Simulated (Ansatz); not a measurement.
# Input and output of a self-consistent single point for CaMg (Pmm2, 4 atoms in the cell) (Ansatz)

Method of the run: LDA (PW92), default PAW files made with PBE (plane waves; Ansatz, a program for electronic structure).

The input file:

Ansatz 0.2 input:
```yaml
# CaMg
crystal:
  lattice:
    - [5.69089300, 0.00000000, 0.00000000]
    - [0.00000000, 3.90915900, 0.00000000]
    - [0.00000000, 0.00000000, 5.71262100]
  atoms:
    - { symbol: Ca, position: [0.75000000, 0.50000000, 0.75418300] }
    - { symbol: Ca, position: [0.25000000, 0.50000000, 0.25457000] }
    - { symbol: Mg, position: [0.75000000, 0.00000000, 0.24229000] }
    - { symbol: Mg, position: [0.25000000, 0.00000000, 0.75771000] }
basis:
  ecutwfc: 30.9 Ry
kpoints:
  mp_grid: { grid: [6, 9, 6] }
hamiltonian:
  xc: lda
  pseudopotentials: { kind: paw }
scf:
  occupations: { method: fermi_dirac, width: 0.0073 Ry }
output:
  forces: true
  eigenvalues: true
  stress: true
```

Output, abridged:

```
WARN ansatz: RAYON_NUM_THREADS=1 ignored (pool sized by the plan → 1); use --threads N
Pseudopotentials: kind: paw
Pseudopotential: Ca, paw, valence charge 10
Pseudopotential: Mg, paw, valence charge 10
Crystal: 4 atoms, lattice volume = 127.086 Å³
Basis set: ecut = 420.4159175005146 eV, 2497 PW (Γ)
Bands: 24, of which v1, the nominal top of the filled ones, is band 20 counted from 1 (19 counted from 0)
Symmetry: 4 space group operations
Space group: Pmm2 (ITA 25), of the structure as read, at distance tolerance 5.0e-5 Å
k-points: 80 of 324 (time reversal used)
PAW frozen core: Ca, regenerated for the run's functional, and the local potential with it
PAW frozen core: Mg, regenerated for the run's functional, and the local potential with it
Initial density: superposition of atomic densities (neutral atoms: chi_scale 0, normalization atom), corrected by the library's trained network
Initial wavefunctions: pseudopotential atomic-orbital guess
Eigensolver: davidson
Functional: x = slater, c = lda
SCF iter   1: F=—  HF=-7348.792566 eV  |F-HF|=—  |Δ(HF+E_count)|=         —  Δρ=4.53e-3  dr2=9.89e-3  ethr=1.77e-3  ⟨swp⟩=8.9  Hψ=22415  notcnv=0
all-band conjugate gradients solve this SCF's bands
automatic band count: the SCF goes on with 28 bands, as 24 were too few: the levels above may hold too much charge
preconditioner: auto → Kerker (q_TF=auto, 2.250 Å⁻¹)
SCF iter   2: F=—  HF=-7348.786216 eV  |F-HF|=—  |Δ(HF+E_count)|=   6.35e-3  Δρ=2.02e-3  dr2=2.42e-3  ethr=2.47e-5  ⟨swp⟩=2.0  Hψ=4006  notcnv=0
SCF iter   3: F=—  HF=-7348.785951 eV  |F-HF|=—  |Δ(HF+E_count)|=   2.65e-4  Δρ=5.78e-4  dr2=3.60e-4  ethr=6.05e-6  ⟨swp⟩=2.0  Hψ=3423  notcnv=0
SCF iter   4: F=—  HF=-7348.785979 eV  |F-HF|=—  |Δ(HF+E_count)|=   2.79e-5  Δρ=9.73e-5  dr2=1.71e-5  ethr=9.00e-7  ⟨swp⟩=2.0  Hψ=2516  notcnv=0
SCF iter   5: F=—  HF=-7348.785974 eV  |F-HF|=—  |Δ(HF+E_count)|=   4.66e-6  Δρ=1.76e-5  dr2=1.56e-7  ethr=4.27e-8  ⟨swp⟩=2.6  Hψ=3772  notcnv=0
SCF iter   6: F=-7348.785974 eV  HF=-7348.785974 eV  |F-HF|=1.26e-8  |Δ(HF+E_count)|=   1.31e-8  Δρ=4.06e-6  dr2=2.14e-8  ethr=2.50e-10  ⟨swp⟩=6.4  Hψ=9374  notcnv=0
SCF 1 converged in 6 iterations: F = -7348.785974 eV  dr2 = 2.14e-8
SCF converged after 6 iterations
Free energy (F): -7348.785974 eV
Harris-Foulkes:  -7348.785974 eV  (|F-HF|=1.26e-8)
Internal energy: -7348.675959 eV  (E = F + TS)
E sigma→0 (E₀):  -7348.730967 eV
Entropy (-TS):   -0.110016 eV (-27.504 meV/atom)
Fermi energy:    4.961803 eV
--- Per-component energies (eV) ---
  E_band       = -1062.762939
  E_kinetic    = 700.844849
  E_local      = -5014.767468  (includes V_loc(G=0)·N_el)
  E_nonlocal   = 327.923634
  E_hartree    = 1761.440966
  E_xc         = -323.498200
  E_vxc        = -408.954634  (∫ρ·V_xc dr)
  E_paw        = -2175.625403  (= ΣΔE_a)
  E_vpaw       = -190.685014  (= ΣTr[D̂ρ^β])
  E_aug_tail   = -0.000009  (compensation charges beyond the density's cutoff)
  E_ewald      = -2625.861618
  E_core_change = 0.867290  (= ΣΔE_core)
  E_smearing   = -0.110016  (= −TS)
  E_closure    = -0.000000  (closes the sum)
  Σ components = -7348.785974   (vs F -7348.785974, Δ=0.00e0)
--- Forces (eV/Å), atoms counted from 1 ---
  atom   1  Ca     0.00000000     0.00000000    -0.10543608
  atom   2  Ca     0.00000000     0.00000000     0.01334647
  atom   3  Mg     0.00000000     0.00000000     0.09322123
  atom   4  Mg     0.00000000     0.00000000    -0.00112807
  max |Σ_I F_I| component: 3.55e-6 eV/Å
--- Stress (GPa, compression-positive) ---
       -2.361143       0.000000       0.000000
        0.000000      -2.181555       0.000000
        0.000000       0.000000      -2.503384
  P = ⅓ Tr σ = -2.3487 GPa (-23.487 kbar)
  The stress holds the Pulay correction. Without it, at fixed plane waves, as pw.x and ABINIT print it: P = -2.3513 GPa
--- Band table (eV; the first three rows and the last of 80) ---
  k-point 0: bands = ["-70.2461", "-70.2461", "-37.6736", "-37.6732", "-37.6728", "-37.6727", "-37.6727", "-37.6723", "-36.2465", "-36.2396", "-17.5188", "-17.5188", "-17.4663", "-17.4658", "-17.4608", "-17.4508", "-0.1201", "3.0016", "4.5973", [...]
  k-point 1: bands = ["-70.2461", "-70.2461", "-37.6735", "-37.6731", "-37.6728", "-37.6728", "-37.6727", "-37.6724", "-36.2460", "-36.2400", "-17.5156", "-17.5153", "-17.4698", "-17.4697", "-17.4601", "-17.4514", "0.0186", "2.6871", "4.2877", [...]
  k-point 2: bands = ["-70.2461", "-70.2461", "-37.6734", "-37.6730", "-37.6729", "-37.6728", "-37.6727", "-37.6726", "-36.2449", "-36.2410", "-17.5067", "-17.5057", "-17.4802", "-17.4794", "-17.4584", "-17.4531", "0.4254", "1.8936", "4.5000", [...]
  k-point 79: bands = ["-70.2461", "-70.2461", "-37.6741", "-37.6741", "-37.6734", "-37.6733", "-37.6724", "-37.6723", "-36.2392", "-36.2372", "-17.5332", "-17.5313", "-17.5166", "-17.5164", "-17.4540", "-17.4538", "3.0565", "3.0567", "4.4870", [...]
```

The run converged in 6 iterations.

The starting cell comes from a database of computed structures (which also holds hypothetical and non-ambient phases and stackings), without a prior relaxation at this level. Its lattice was rescaled by up to half a per cent. One atom was moved a little off its site on purpose. Ansatz's pressure includes its estimate of the finite-basis (Pulay) stress.
